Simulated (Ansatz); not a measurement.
Take Ru in the hcp (Mg type) structure (space group P6_3/mmc, No. 194; relaxed with 0.1 eV smearing) as the base.

```
CELL_PARAMETERS angstrom
      2.72191     0.00000     0.00000
     -1.36096     2.35725     0.00000
      0.00000     0.00000     4.29398
ATOMIC_POSITIONS crystal
  Ru 0.66667 0.33333 0.75000
  Ru 0.33333 0.66667 0.25000
```

Level of theory: Ansatz (a program for electronic structure) PBE, spin-orbit coupling left out.

For the base:

The pressure comes out as 0.0 GPa.

Now apply this change: the cell is scaled by 0.9700 in all directions, atoms relaxed at fixed cell.

Q: How does this affect the energy relative to the base and pressure?

A: The energy goes up by 122 meV/atom; the pressure (mean of the normal stresses, compression positive) goes from zero to 35.5 GPa.

The cells carry an imposed strain or load. Stability against distortions was not tested. All final runs are without spin polarisation.
